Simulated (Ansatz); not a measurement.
Consider ZrO2 (space group P4_2/nmc, No. 137; a = 3.584 Å, c = 5.179 Å). Axes: x, y, z lie along a, b, c of the conventional cell.

Modification: uniaxial stress, 2 GPa tension along z, with the cell and atoms free to relax against it.

Levels (all Ansatz, an electronic-structure program, PAW, earlier PAW set): PBEsol (420 eV, scalar-relativistic without spin-orbit coupling); r2SCAN (500 eV, no SOC).

The geometry is relaxed with PBEsol.

| Quantity | Result |
|---|---|
| PBEsol band gap | 4.06 eV |
| PBEsol width of the top valence band | 0.89 eV |
| PBEsol smallest direct gap | 4.14 eV |

With r2SCAN at the same geometry, the band gap rises by 0.605 eV (4.06 eV → 4.66 eV); the width of the top valence band hardly moves (0.89 eV against 0.88 eV); the smallest direct gap goes up by 0.605 eV (4.14 eV → 4.74 eV).

Single points use the geometry relaxed with PBEsol. Load acts through the strain it causes; cell and atoms are relaxed under it. Beyond what the load breaks, stability against distortions was not tested. This is not the structure that ZrO2 has at room temperature and ambient pressure.
